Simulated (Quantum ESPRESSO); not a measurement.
# Short convergence ladders for SnSe2 (P-3m1, 3 atoms in the cell)

```yaml
crystal:
  lattice:
    - [1.89928, -3.28966, 0.00000]
    - [1.89928, 3.28966, 0.00000]
    - [0.00000, 0.00000, 6.12158]
  atoms:
    - { symbol: Sn, position: [0.00000, 0.00000, 0.00000] }
    - { symbol: Se, position: [0.33333, 0.66667, 0.25000] }
    - { symbol: Se, position: [0.66667, 0.33333, 0.75000] }
```

Base method: LDA (PZ), PSlibrary ultrasoft (LDA) pseudopotentials (plane waves; Quantum ESPRESSO).

Base settings: ecutwfc = 55 Ry; ecutrho = 330 Ry; occupations = smearing; smearing = fermi-dirac; degauss = 0.0036749 Ry; potentials = {Sn: Sn.pz-dn-rrkjus_psl.1.0.0.UPF, Se: Se.pz-n-rrkjus_psl.1.0.0.UPF}; K_POINTS = automatic 3 3 2 0 0 0; conv_thr = 1e-09 Ry.

Core times come from one kind of shared machine, to one figure; runs under 30 s give none.

**Zone-centre phonons against the cutoff**

In this ladder: occupations = fixed; smearing = default; degauss = default; nbnd = 19; ph.x.tr2_ph = 1e-14; ph.x.fildyn = dyn.G; ph.x.epsil = true; dynmat.x.fildyn = dyn.G; dynmat.x.asr = simple. Moved along: ecutrho.

The mesh stays at the base's, so the ladder's end is converged at best in this setting alone.

Only quantities that move along the ladder and can be compared are tabulated; the gap is left out on so coarse a mesh.

```tsv
ecutwfc	largest Born charge (mean of the diagonal) (e)	mean ε∞	core time / last (rough)
28 Ry	6.792	27.403	0.10
38 Ry	5.353	26.359	0.2
55 Ry	5.056	26.377	0.3
82 Ry	5.059	26.381	1
```

Coarsest ecutwfc that holds the mean ε∞ within 0.2 of the last step, with all finer ones: 38 Ry, at about 0.2 of the last step's time; the step before is off by 1.0.

Coarsest ecutwfc that holds the largest Born charge (mean of the diagonal) within 0.02 e of the last step, with all finer ones: 55 Ry, at about 0.3 of the last step's time; the step before is off by 0.29 e.

**The force threshold of a relaxation**

On SnSe₂ (P3m1, 3 atoms in the cell): one atom moved by 0.15 angstrom.

In this ladder: calculation = relax; tprnfor = default; tstress = default.

The mesh stays at the base's, so the ladder's end is converged at best in this setting alone.

Only quantities that move along the ladder and can be compared are tabulated; the gap is left out on so coarse a mesh.

| forc_conv_thr | free energy less the last step's (meV/atom) | largest force left (eV/Å) | relaxation steps | core time / last (rough) |
|---|---|---|---|---|
| 0.0078 Ry/bohr | 0.71 | 0.1655 | 3 | 0.4 |
| 0.0019 Ry/bohr | 0.03 | 0.0349 | 5 | 0.6 |
| 0.00078 Ry/bohr | 0.00 | 0.0003 | 6 | 0.7 |
| 3.9e-05 Ry/bohr | 0.00 | 0.0003 | 6 | 1 |

Coarsest forc_conv_thr that holds the free energy within 0.1 meV/atom of the last step, with all finer ones: 0.0019 Ry/bohr; the step before is off by 0.71 meV/atom.

Coarsest forc_conv_thr that holds the largest force left within 0.02 eV/Å of the last step, with all finer ones: 0.00078 Ry/bohr; the step before is off by 0.035 eV/Å.

On the base run: the starting cell has typed, rounded lattice constants, without a prior relaxation at this level. Its lattice was rescaled by up to half a per cent.
